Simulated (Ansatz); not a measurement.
**Effective masses and thermopower of CdTe under load (space group F-43m)**

Given:

```xyz
2
Lattice="0.0000 3.1778 3.1778 3.1778 0.0000 3.1778 3.1778 3.1778 0.0000" Properties=species:S:1:pos:R:3 pbc="T T T"
Cd     0.0000     0.0000     0.0000
Te     1.5889     1.5889     1.5889
```

Level of theory: r2SCAN with spin-orbit coupling, rigid bands (plane waves, PAW; Ansatz, a quantum-chemistry and plane-wave program). Condition of this run: hydrostatic pressure of 3 GPa (compression positive) (the target of the relaxation). Geometry: cell and atoms relaxed with PBEsol, then loaded as said.

The band gap comes out as 1.21 eV, the electron conductivity mass (300 K, dilute) is 0.108 mₑ and the hole conductivity mass (300 K, dilute) comes out as 0.48 mₑ. The effective density of states N_c (300 K) is 8.2e17 cm⁻³. The effective density of states N_v (300 K) comes out as 1.7e19 cm⁻³ and the density-of-states mass, electrons is 0.102 mₑ. The density-of-states mass, holes is 0.76 mₑ. The Seebeck coefficient, n-type 1e19 cm⁻³, 300 K is -68 μV/K. The Seebeck coefficient, p-type 1e19 cm⁻³, 300 K comes out as 261 μV/K. The best p-type power factor at 300 K for τ = 10 fs (best axis; densities from 1e16 to 1e21 cm⁻³ tried, whether or not they can be reached) is 5.4 μW/(cm·K²) at 1e20 cm⁻³.

Rigid bands; masses and Seebeck coefficients take one relaxation time τ for all states and one kind of carrier; polarons and phonon drag are left out. Geometry: cell and atoms relaxed with PBEsol.
